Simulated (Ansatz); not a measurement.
## Pressure series in BAs

The reference is BAs in the zinc blende structure (space group F-43m, No. 216; a = 4.784 Å).

Cell and atoms are relaxed at each pressure.

Calculations: DFT with r2SCAN, PAW potentials and a 500 eV plane-wave cutoff in Ansatz (a quantum-chemistry and plane-wave program), scalar-relativistic without spin-orbit coupling.

Candidates:
(a) pressure 10 GPa
(b) pressure 5 GPa
(c) pressure −1 GPa

For the base:

The band gap comes out as 1.38 eV.

Order them by band gap, lowest first.

(a) pressure 10 GPa (1.31 eV), (b) pressure 5 GPa (1.34 eV), (c) pressure −1 GPa (1.39 eV)

Load acts through the strain it causes; cell and atoms are relaxed under it. No phonon test of stability was made. Competing high-pressure phases were not computed.
